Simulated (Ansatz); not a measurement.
The starting structures come from a database of crystals and need not be the phases stable at ambient conditions.

By PBEsol, the system below comes out a metal.

Input:

```yaml
crystal:
  lattice:
    - [7.57312, 0.00000, 0.00000]
    - [1.81906, 7.35141, 0.00000]
    - [2.87703, -3.67570, 4.66777]
  atoms:
    - { symbol: Nb, position: [0.98245, 0.31519, 0.50000] }
    - { symbol: Nb, position: [0.01755, 0.68481, 0.50000] }
    - { symbol: Nb, position: [0.81519, 0.48245, 0.16726] }
    - { symbol: Nb, position: [0.18481, 0.51755, 0.83274] }
    - { symbol: Nb, position: [0.31519, 0.98245, 0.50000] }
    - { symbol: Nb, position: [0.68481, 0.01755, 0.50000] }
    - { symbol: Nb, position: [0.48245, 0.81519, 0.83274] }
    - { symbol: Nb, position: [0.51755, 0.18481, 0.16726] }
    - { symbol: Nb, position: [0.50000, 0.50000, 0.00000] }
    - { symbol: Nb, position: [0.00000, 0.00000, 0.00000] }
    - { symbol: Si, position: [0.87154, 0.12846, 0.75692] }
    - { symbol: Si, position: [0.12846, 0.87154, 0.24308] }
    - { symbol: Si, position: [0.37154, 0.62846, 0.50000] }
    - { symbol: Si, position: [0.62846, 0.37154, 0.50000] }
    - { symbol: Si, position: [0.25000, 0.25000, 0.00000] }
    - { symbol: Si, position: [0.75000, 0.75000, 0.00000] }
```

Space group of this cell: I4/mcm. The cell is taken as given; by PBEsol its mean pressure is -5.1 GPa.

The current flows along the normal of the first two printed cell vectors, the (110) plane of the conventional cell. No spin-orbit coupling; the value is a mean over 0.1 eV about the Fermi level.

Question: Predict the ballistic conductance per area from PBEsol (Ansatz, an electronic-structure program).

Answer: 0.40 × 10¹⁵ S/m² for both spins.
